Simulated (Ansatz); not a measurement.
Input and output of a self-consistent single point for Ti₃Ga (P3m1, 8 atoms in the cell) (Ansatz, a first-principles code).

Method of the run: PBEsol, default PAW files made with PBE (plane waves; Ansatz).

```xyz
8
Lattice="5.7153 0.0000 0.0000 -2.8577 4.9496 0.0000 0.0000 0.0000 4.6420" Properties=species:S:1:pos:R:3 pbc="T T T"
Ti     0.0000     1.6888     3.4815
Ti     2.8577     3.2608     1.1605
Ti     4.2528     0.8444     1.1605
Ti    -1.3951     4.1052     3.4815
Ti     1.3951     4.1052     3.4815
Ti     1.4625     0.8444     1.1605
Ga     2.8577     1.6499     3.5315
Ga     0.0000     3.2997     1.1605
```

Reference input (self-consistent single point, DFT, PBEsol, plane waves, default PAW files made with PBE): basis.ecutwfc = 30.9 Ry; kpoints.mp_grid.grid = 5 5 5; hamiltonian.xc = pbesol; hamiltonian.pseudopotentials = {kind: paw} (the program's default PAW files); scf.occupations.method = fermi_dirac; scf.occupations.width = 0.0073 Ry. This run's input differs from it in these lines:

Ansatz 0.2 input:
```diff
@@ -18,3 +18,3 @@
 kpoints:
-  mp_grid: { grid: [5, 5, 5] }
+  mp_grid: { grid: [8, 8, 8] }
 hamiltonian:
@@ -23,3 +23,3 @@
 scf:
-  occupations: { method: fermi_dirac, width: 0.0073 Ry }
+  occupations: { method: methfessel_paxton, width: 0.0015 Ry }
 output:
```

Log, with long lists cut:

```
SCF iter   1: F=—  HF=-22332.552791 eV  |F-HF|=—  |Δ(HF+E_count)|=         —  Δρ=6.97e-3  dr2=4.36e-2  ethr=1.77e-3  ⟨swp⟩=7.1  Hψ=15435  notcnv=0
all-band conjugate gradients solve this SCF's bands
preconditioner: auto → Kerker (q_TF=auto, 2.598 Å⁻¹)
SCF iter   2: F=—  HF=-22332.541451 eV  |F-HF|=—  |Δ(HF+E_count)|=   1.13e-2  S|Δr|=    0.00e0  Δρ=3.42e-3  dr2=1.13e-2  ethr=4.45e-5  ⟨swp⟩=3.6  Hψ=7922  notcnv=0  defer=254
   [... lines left out ...]
SCF iter   6: F=—  HF=-22332.538753 eV  |F-HF|=—  |Δ(HF+E_count)|=   6.56e-5  S|Δr|=    0.00e0  Δρ=5.08e-5  dr2=4.43e-6  ethr=6.03e-8  ⟨swp⟩=2.1  Hψ=4511  notcnv=0  defer=254
SCF iter   7: F=—  HF=-22332.538752 eV  |F-HF|=—  |Δ(HF+E_count)|=   1.12e-6  S|Δr|=    0.00e0  Δρ=8.78e-6  dr2=1.30e-7  ethr=4.52e-9  ⟨swp⟩=2.0  Hψ=4491  notcnv=0  defer=254
SCF iter   8: F=-22332.538752 eV  HF=-22332.538752 eV  |F-HF|=6.97e-9  |Δ(HF+E_count)|=   3.38e-8  S|Δr|=    0.00e0  Δρ=2.06e-6  dr2=8.14e-9  ethr=1.02e-10  ⟨swp⟩=9.7  Hψ=13245  notcnv=0
SCF 1 converged in 8 iterations: F = -22332.538752 eV  dr2 = 8.14e-9
Stability not checked (fill_not_monotonic)
Free energy (F): -22332.538752 eV
Internal energy: -22332.538577 eV  (E = F + TS)
E sigma→0 (E₀):  -22332.538708 eV
Entropy (-TS):   -0.000175 eV (-0.022 meV/atom)
Fermi energy:    13.187289 eV
--- Forces (eV/Å), atoms counted from 1 ---
  atom   1  Ti     0.00000000    -0.05220259     0.03619675
  atom   2  Ti     0.00000000     0.05984223     0.07443151
  atom   3  Ti     0.05182489    -0.02992111     0.07443151
  atom   4  Ti    -0.04520877     0.02610129     0.03619675
   [... lines left out ...]
  atom   8  Ga     0.00000000     0.00000000     0.01818575
--- Stress (GPa, compression-positive) ---
       -5.219690      -0.000000       0.000000
        0.000000      -5.219690       0.000000
        0.000000       0.000000      -4.622513
  P = ⅓ Tr σ = -5.0206 GPa (-50.206 kbar)
  The stress holds the Pulay correction. Without it, at fixed plane waves, as pw.x and ABINIT print it: P = -5.0399 GPa
```

The run converged in 8 iterations. Against the reference run the free energy rises by 13.2 meV/atom, the pressure goes from -4.88 to -5.02 GPa and the largest force moves little (0.357 to 0.350 eV/Å).

The starting cell comes from a database of computed structures (which also holds hypothetical and non-ambient phases and stackings), without a prior relaxation at this level. Its lattice was rescaled by up to half a per cent. One atom was moved a little off its site on purpose. Spin polarisation is off. With a pressure of about -5 GPa the cell is away from its equilibrium volume at this level. Ansatz's pressure includes its estimate of the finite-basis (Pulay) stress.

Cost on one core of a shared machine: roughly 40 s.
